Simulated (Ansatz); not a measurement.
Input and output of a self-consistent single point for CdHgSe2 (R3m, 4 atoms in the cell) (Ansatz, a program for electronic structure).

Method of the run: PBEsol, default PAW files made with PBE (plane waves; Ansatz).

```xyz
4
Lattice="2.1704 1.2531 7.0811 -2.1704 1.2531 7.0811 0.0000 -2.5062 7.0811" Properties=species:S:1:pos:R:3 pbc="T T T"
Cd     0.0000     0.0000    10.6786
Hg     0.0000     0.0000    21.2400
Se     0.0000     0.0000    18.5708
Se     0.0000     0.0000     7.9789
```

Reference input (self-consistent single point, DFT, PBEsol, plane waves, default PAW files made with PBE): basis.ecutwfc = 30.9 Ry; kpoints.mp_grid.grid = 5 5 5; hamiltonian.xc = pbesol; hamiltonian.pseudopotentials = {kind: paw} (the program's default PAW files); scf.occupations.method = gaussian; scf.occupations.width = 0.0073 Ry. This run's input differs from it in these lines:

Ansatz 0.2 input:
```diff
@@ -11,3 +11,3 @@
 basis:
-  ecutwfc: 30.9 Ry
+  ecutwfc: 16.9 Ry
 kpoints:
```

Output (repeated stretches shortened):

```
SCF iter   1: F=—  HF=-32693.728611 eV  |F-HF|=—  |Δ(HF+E_count)|=         —  Δρ=4.29e-2  dr2=9.87e-1  ethr=1.77e-3  ⟨swp⟩=5.8  Hψ=2926  notcnv=0  defer=5
all-band conjugate gradients solve this SCF's bands
preconditioner: auto → Resta (q_TF=auto, 2.521 Å⁻¹)
SCF iter   2: F=—  HF=-32692.968132 eV  |F-HF|=—  |Δ(HF+E_count)|=   7.60e-1  Δρ=1.36e-2  dr2=6.56e-2  ethr=1.37e-3  ⟨swp⟩=2.0  Hψ=1751  notcnv=0  defer=54
   [... lines left out ...]
SCF iter   5: F=—  HF=-32692.932335 eV  |F-HF|=—  |Δ(HF+E_count)|=   1.67e-5  Δρ=1.43e-4  dr2=1.89e-5  ethr=2.93e-7  ⟨swp⟩=2.0  Hψ=1123  notcnv=0  defer=54
SCF iter   6: F=—  HF=-32692.932360 eV  |F-HF|=—  |Δ(HF+E_count)|=   2.52e-5  Δρ=3.38e-5  dr2=2.69e-6  ethr=2.62e-8  ⟨swp⟩=2.0  Hψ=1238  notcnv=0  defer=54
SCF iter   7: F=—  HF=-32692.932363 eV  |F-HF|=—  |Δ(HF+E_count)|=   2.86e-6  Δρ=1.63e-5  dr2=5.90e-7  ethr=3.74e-9  ⟨swp⟩=2.0  Hψ=1222  notcnv=0  defer=54
SCF iter   8: F=-32692.932363 eV  HF=-32692.932363 eV  |F-HF|=2.57e-9  |Δ(HF+E_count)|=   6.15e-7  Δρ=3.53e-6  dr2=2.28e-8  ethr=1.39e-10  ⟨swp⟩=6.8  Hψ=3547  notcnv=0
SCF 1 converged in 8 iterations: F = -32692.932363 eV  dr2 = 2.28e-8
Free energy (F): -32692.932363 eV
Internal energy: -32692.930762 eV  (E = F + TS)
E sigma→0 (E₀):  -32692.931562 eV
Entropy (-TS):   -0.001602 eV (-0.400 meV/atom)
Fermi energy:    7.659491 eV
--- Forces (eV/Å), atoms counted from 1 ---
  atom   1  Cd     0.00000000    -0.00000000    -0.27878834
  atom   2  Hg     0.00000000     0.00000000     0.06230617
  atom   3  Se     0.00000000     0.00000000     0.02793571
  atom   4  Se     0.00000000     0.00000000     0.18856340
--- Stress (GPa, compression-positive) ---
       -0.889890       0.000000       0.000000
        0.000000      -0.889890      -0.000000
        0.000000      -0.000000      -1.676417
  P = ⅓ Tr σ = -1.1521 GPa (-11.521 kbar)
  The stress holds the Pulay correction. Without it, at fixed plane waves, as pw.x and ABINIT print it: P = -80.1106 GPa
```

The run converged in 8 iterations. Against the reference run the free energy goes up by 2.27 eV/atom, the pressure goes from -0.64 to -1.15 GPa and the largest force goes from 0.242 to 0.279 eV/Å.

The starting cell comes from a database of computed structures (which also holds hypothetical and non-ambient phases and stackings), without a prior relaxation at this level. Its lattice was rescaled by up to half a per cent. One atom was moved a little off its site on purpose. Ansatz's pressure includes its estimate of the finite-basis (Pulay) stress. Without the estimate this run gives -80.11 GPa. The cutoff lies below the one recommended for these files. The run gives no clean gap (levels at the Fermi energy touch, overlap or are partly filled at this smearing), which alone does not show that the compound is a metal.
